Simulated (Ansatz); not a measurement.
# What biaxial strain −0.42 %, plane normal [111], relaxed out of plane does to MgSe

Take MgSe in the rock salt structure (space group Fm-3m, No. 225; a = 5.472 Å) as the base. Axes: x, y, z lie along the cube axes.

It is then changed as follows: biaxial strain −0.42 %, plane normal [111], relaxed out of plane (Cartesian); in-plane vectors clamped, the third vector and the atoms free.

Method: DFT with r2SCAN, PAW potentials and a 500 eV plane-wave cutoff in Ansatz (an electronic-structure program), spin-orbit coupling left out. k-mesh 10×10×10 (Γ-centred); smearing 0.05 eV (Fermi–Dirac).

```csv
quantity,base,changed,shift
volume per atom,20.48 Å³,20.36 Å³,-0.129 Å³
space group,Fm-3m (No. 225),R-3m (No. 166),–
shortest interatomic distance,2.736 Å,2.730 Å,-0.006 Å
energy relative to the base (free energy F),0 meV/atom,+0.3 meV/atom,+0.3 meV/atom
"pressure (mean of the normal stresses, compression positive)",-0.01 GPa,0.41 GPa,+0.42 GPa
band gap,2.48 eV,2.47 eV,-0.01 eV
gap character,–,"indirect, Γ → F",–
smallest direct gap,3.44 eV,3.46 eV,+0.02 eV
electron mass,"0.48 mₑ along k, 0.25 mₑ across (at X)","0.48 mₑ along k, 0.25 mₑ across (at X)",–
"valence-band top at Γ (three highest levels, from the VBM)","0.00, 0.00, 0.00 eV","0.00, 0.00, -0.06 eV",–
"valley order (the lowest conduction-band minima on the path, energy above the VBM, named in the base's zone)",X along ⟨100⟩ 2.48 eV; Γ 3.44 eV,X along [010] 2.47 eV; Γ 3.46 eV,–
out-of-plane strain,–,+0.21 %,–
```

Masses are band curvatures over ±0.01 Å⁻¹ around the edge. Along k means along the line from Γ to the band edge. Stability against distortions was not tested. k-point labels follow each cell's own Brillouin zone.
